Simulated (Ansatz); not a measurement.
Ansatz (a first-principles code) run on MgB2 (P6/mmm, 3 atoms in the cell): self-consistent single point.

Computed with PBEsol, default PAW files made with PBE (plane waves; Ansatz).

```
CELL_PARAMETERS angstrom
      3.11207     0.00000     0.00000
     -1.55604     2.69513     0.00000
      0.00000     0.00000     3.57756
ATOMIC_POSITIONS crystal
  Mg 0.00000 0.00000 0.00000
  B  0.66667 0.33333 0.50000
  B  0.33333 0.66667 0.50000
```

Reference input (self-consistent single point, DFT, PBE, plane waves, default PAW files): kpoints.mp_grid.grid = 8 8 6; hamiltonian.xc = pbe; hamiltonian.pseudopotentials = {kind: paw} (the program's default PAW files); scf.occupations.method = cold; scf.occupations.width = 0.02 Ry. This run's input differs from it in these lines:

Ansatz 0.2 input:
```diff
@@ -13,3 +13,3 @@
 hamiltonian:
-  xc: pbe
+  xc: pbesol
   pseudopotentials: { kind: paw }
```

Output (repeated stretches shortened):

```
SCF iter   1: F=—  HF=-2217.748736 eV  |F-HF|=—  |Δ(HF+E_count)|=         —  Δρ=3.86e-3  dr2=6.35e-3  ethr=1.77e-3  ⟨swp⟩=5.0  Hψ=2508  notcnv=0
all-band conjugate gradients solve this SCF's bands
preconditioner: auto → none
SCF iter   2: F=—  HF=-2217.747863 eV  |F-HF|=—  |Δ(HF+E_count)|=   8.73e-4  S|Δr|=    0.00e0  Δρ=2.19e-3  dr2=2.22e-3  ethr=3.97e-5  ⟨swp⟩=1.8  Hψ=866  notcnv=0
SCF iter   3: F=—  HF=-2217.747222 eV  |F-HF|=—  |Δ(HF+E_count)|=   6.41e-4  S|Δr|=    0.00e0  Δρ=3.04e-4  dr2=3.29e-5  ethr=1.39e-5  ⟨swp⟩=2.0  Hψ=611  notcnv=0
SCF iter   4: F=—  HF=-2217.747244 eV  |F-HF|=—  |Δ(HF+E_count)|=   2.21e-5  S|Δr|=    0.00e0  Δρ=7.91e-5  dr2=3.92e-6  ethr=2.05e-7  ⟨swp⟩=2.0  Hψ=622  notcnv=0
SCF iter   5: F=—  HF=-2217.747243 eV  |F-HF|=—  |Δ(HF+E_count)|=   1.08e-6  S|Δr|=    0.00e0  Δρ=1.57e-5  dr2=1.29e-7  ethr=2.45e-8  ⟨swp⟩=2.2  Hψ=603  notcnv=0
SCF iter   6: F=-2217.747243 eV  HF=-2217.747243 eV  |F-HF|=9.37e-10  |Δ(HF+E_count)|=   2.48e-8  S|Δr|=    0.00e0  Δρ=2.30e-6  dr2=1.86e-9  ethr=6.25e-10  ⟨swp⟩=4.5  Hψ=1623  notcnv=0
SCF 1 converged in 6 iterations: F = -2217.747243 eV  dr2 = 1.86e-9
Stability not checked (fill_not_monotonic)
Free energy (F): -2217.747243 eV
Internal energy: -2217.735298 eV  (E = F + TS)
E sigma→0 (E₀):  -2217.743262 eV
Entropy (-TS):   -0.011945 eV (-3.982 meV/atom)
Fermi energy:    8.825496 eV
--- Forces (eV/Å), atoms counted from 1 ---
  atom   1  Mg    -0.00000000    -0.00000000     0.00000000
   [... zero for the other atoms too ...]
--- Stress (GPa, compression-positive) ---
       -7.220095      -0.000000       0.000000
       -0.000000      -7.220095       0.000000
        0.000000       0.000000      -7.132339
  P = ⅓ Tr σ = -7.1908 GPa (-71.908 kbar)
  The stress holds the Pulay correction. Without it, at fixed plane waves, as pw.x and ABINIT print it: P = -7.3437 GPa
```

The run converged in 6 iterations. Against the reference run the pressure goes from -5.22 to -7.19 GPa.

The starting cell comes from a database of computed structures (which also holds hypothetical and non-ambient phases and stackings), without a prior relaxation at this level. Its lattice was rescaled by a random factor within 2.5 % of one. With a pressure of about -7 GPa the cell is away from its equilibrium volume at this level. Ansatz's pressure includes its estimate of the finite-basis (Pulay) stress.
